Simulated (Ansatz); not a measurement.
The starting structures come from a database of crystals and need not be the phases stable at ambient conditions.

 Where the default PAW files enter, the runs use the earlier of Ansatz's two default sets.

```
CELL_PARAMETERS angstrom
      3.94353     0.00000     0.00000
      0.00000     7.78109     0.00000
      0.01334     0.00000     7.53935
ATOMIC_POSITIONS crystal
  W  0.05397 0.71576 0.25478
  W  0.94603 0.28424 0.74522
  W  0.94603 0.21576 0.24522
  W  0.05397 0.78424 0.75478
  O  0.00108 0.01339 0.75073
  O  0.99892 0.98661 0.24927
  O  0.99892 0.51339 0.74927
  O  0.00108 0.48661 0.25073
  O  0.99877 0.25040 0.49843
  O  0.00123 0.74960 0.50157
  O  0.00123 0.75040 0.00157
  O  0.99877 0.24960 0.99843
  O  0.49373 0.26986 0.74928
  O  0.50627 0.73014 0.25072
  O  0.50627 0.76986 0.75072
  O  0.49373 0.23014 0.24928
```

Space group of this cell: P2_1/c. The cell is taken as given; by PBEsol its mean pressure is -7.3 GPa.

Level of theory: PBEsol (plane waves, PAW; Ansatz, a quantum-chemistry and plane-wave program).

The current runs along the normal of the first two printed vectors; no spin-orbit coupling. Scaled by the factor s: the length along the current (ions clamped). Meshes 8×4×4 and 8×4 across the current in all rows.

```
s     mean pressure (GPa)  slowest mid-gap decay constant κ (1/Å)
----  -------------------  --------------------------------------
0.97                 -0.3                                       ?
1.00                 -7.3                                   0.176
1.03                -12.6                                   0.166
```

Question: Take the slope of the slowest mid-gap decay constant κ against ln s from the two given rows, extrapolate to s = 0.97, and say what the run there gives.

Answer: Slope = (0.166 − 0.176) / ln 1.03 = -0.338 1/Å. The line gives 0.176 + (-0.338) × ln 0.97 = 0.186 1/Å. The run gives 0.186 1/Å, as the line does.
